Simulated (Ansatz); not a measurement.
# How far to go with the k-point mesh: LaH3 (I4mm, 4 atoms in the cell)

```
LaH3
1.0
   -1.86769     1.86769     3.04058
    1.86769    -1.86769     3.04058
    1.86769     1.86769    -3.04058
La H
1 3
Direct
  0.00822   0.00822   0.00000
  0.75000   0.25000   0.50000
  0.25000   0.75000   0.50000
  0.50000   0.50000   0.00000
```

Method: LDA (PW92), default PAW files made with PBE (plane waves; Ansatz, an electronic-structure program).

Base settings: basis.ecutwfc = 420 eV; kpoints.mp_grid.grid = 9 9 9; hamiltonian.xc = lda; hamiltonian.pseudopotentials = {kind: paw} (the program's default PAW files); scf.occupations.method = fermi_dirac; scf.occupations.width = 0.02 eV.

The second cell is the first with its lattice scaled by 0.98.

Only quantities that move along the ladder and can be compared are tabulated.

The count of work is k-points × plane waves × bands × iterations; it is no time. Core times come from one kind of shared machine, to one figure; runs under 30 s give none.

The starting cell comes from a database of computed structures (which also holds hypothetical and non-ambient phases and stackings), without a prior relaxation at this level. Its lattice was rescaled by up to half a per cent. One atom was moved a little off its site on purpose. In the base run, with a pressure of about -3 GPa the cell is away from its equilibrium volume at this level. Ansatz's pressure includes its estimate of the finite-basis (Pulay) stress.

| kpoints.mp_grid.grid | free energy less the last step's (meV/atom) | energy of the compressed cell less the first (meV/atom) | pressure (GPa) | largest difference of a force vector from the last step's (eV/Å) | gap on the mesh (eV) | count of work / last | core time / last (rough) |
|---|---|---|---|---|---|---|---|
| 2 2 2 | 255.83 | 22.44 | 2.89 | 0.455 | 0.131 | 0.0032 | – |
| 3 3 3 | 43.93 | 3.05 | -1.81 | 0.101 | 0.283 | 0.0041 | – |
| 4 4 4 | 9.28 | -1.46 | -2.85 | 0.038 | 0.238 | 0.0088 | – |
| 5 5 5 | 2.36 | -2.13 | -3.03 | 0.014 | 0.317 | 0.012 | – |
| 6 6 6 | 0.76 | -2.32 | -3.07 | 0.006 | 0.245 | 0.020 | – |
| 7 7 7 | 0.25 | -2.38 | -3.09 | 0.002 | 0.301 | 0.027 | – |
| 8 8 8 | 0.08 | -2.41 | -3.09 | 0.001 | 0.246 | 0.040 | – |
| 9 9 9 | 0.02 | -2.41 | -3.10 | 0.000 | 0.280 | 0.051 | – |
| 10 10 10 | 0.01 | -2.41 | -3.10 | 0.000 | 0.246 | 0.069 | – |
| 11 11 11 | 0.01 | -2.42 | -3.10 | 0.000 | 0.269 | 0.086 | – |
| 12 12 12 | 0.00 | -2.42 | -3.10 | 0.000 | 0.246 | 0.11 | – |
| 13 13 13 | 0.00 | -2.42 | -3.10 | 0.000 | 0.262 | 0.13 | – |
| 14 14 14 | 0.00 | -2.41 | -3.10 | 0.000 | 0.246 | 0.17 | – |
| 16 16 16 | 0.00 | -2.42 | -3.10 | 0.000 | 0.246 | 0.24 | – |
| 18 18 18 | 0.00 | -2.42 | -3.10 | 0.000 | 0.246 | 0.33 | – |
| 20 20 20 | 0.00 | -2.42 | -3.10 | 0.000 | 0.246 | 0.44 | – |
| 22 22 22 | 0.00 | -2.42 | -3.10 | 0.000 | 0.246 | 0.57 | 0.5 |
| 24 24 24 | 0.00 | -2.42 | -3.10 | 0.000 | 0.246 | 0.72 | 0.6 |
| 27 27 27 | 0.00 | -2.41 | -3.10 | 0.000 | 0.250 | 1.0 | 1 |

Coarsest kpoints.mp_grid.grid that holds the forces within 0.005 eV/Å of the last step, with all finer ones: 7 7 7, at 0.027 of the last step's count of work; the step before is off by 0.006 eV/Å.

Coarsest kpoints.mp_grid.grid that holds the energy of the compressed cell less the first within 0.2 meV/atom of the last step, with all finer ones: 6 6 6, at 0.020 of the last step's count of work; the step before is off by 0.29 meV/atom.

Coarsest kpoints.mp_grid.grid that holds the free energy within 1 meV/atom of the last step, with all finer ones: 6 6 6, at 0.020 of the last step's count of work; the step before is off by 2.4 meV/atom.

The energy difference between the two cells stays within 1 meV/atom of the last step's from 4 4 4 on, the total only from 6 6 6 on: much of the error is common to both cells and cancels.

The gap on the mesh jumps up and down from mesh to mesh; it is no smooth measure of convergence.

Keys are those of Ansatz 0.2.
